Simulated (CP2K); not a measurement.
Band structure of SrAlGe (P-6m2, 3 atoms in the cell).

```yaml
crystal:
  lattice:
    - [4.29652, 0.00000, 0.00000]
    - [-2.14826, 3.72090, 0.00000]
    - [0.00000, 0.00000, 4.77902]
  atoms:
    - { symbol: Sr, position: [0.00000, 0.00000, 0.00000] }
    - { symbol: Al, position: [0.66667, 0.33333, 0.50000] }
    - { symbol: Ge, position: [0.33333, 0.66667, 0.50000] }
```

Computed with CP2K with PBEsol, GPW, DZVP-MOLOPT-SR-GTH basis, GTH-PBE potentials (GTH_POTENTIALS).

Settings: CUTOFF = 500 Ry; REL_CUTOFF = 50 Ry; SMEAR/METHOD = FERMI_DIRAC; ELECTRONIC_TEMPERATURE = 580.23 K; KPOINTS/SCHEME = MONKHORST-PACK 6 6 5; GAMMA_CENTERED = T; XC_FUNCTIONAL = PBE:PBESOL; Sr/BASIS_SET = DZVP-MOLOPT-SR-GTH-q10; Sr/POTENTIAL = GTH-PBE-q10; Al/BASIS_SET = DZVP-MOLOPT-SR-GTH-q3; Al/POTENTIAL = GTH-PBE-q3; Ge/BASIS_SET = DZVP-MOLOPT-SR-GTH-q4; Ge/POTENTIAL = GTH-PBE-q4; METHOD = GPW.

The starting cell comes from a database of computed structures (which also holds hypothetical and non-ambient phases and stackings), without a prior relaxation at this level. Values carry the incompleteness of an atom-centred basis. The potentials were made for another functional than the one used.

Levels in eV from the Fermi level, bands 6 to 11:
```csv
point,6,7,8,9,10,11
Γ,-1.64,-1.21,-1.21,-0.52,0.78,2.73
M,-6.01,-2.07,-1.38,-0.53,1.62,2.87
K,-5.68,-4.23,-0.90,0.08,2.13,2.76
A,-4.20,-0.84,-0.84,0.81,1.45,1.45
L,-5.54,-2.44,-1.86,-1.19,0.87,3.99
H,-5.76,-3.45,-1.58,-0.86,2.40,3.81
```

Bands cross the Fermi level along this path, so the cell is metallic at this level.

Higher empty bands are left out: an atom-centred basis made for the valence describes them poorly.
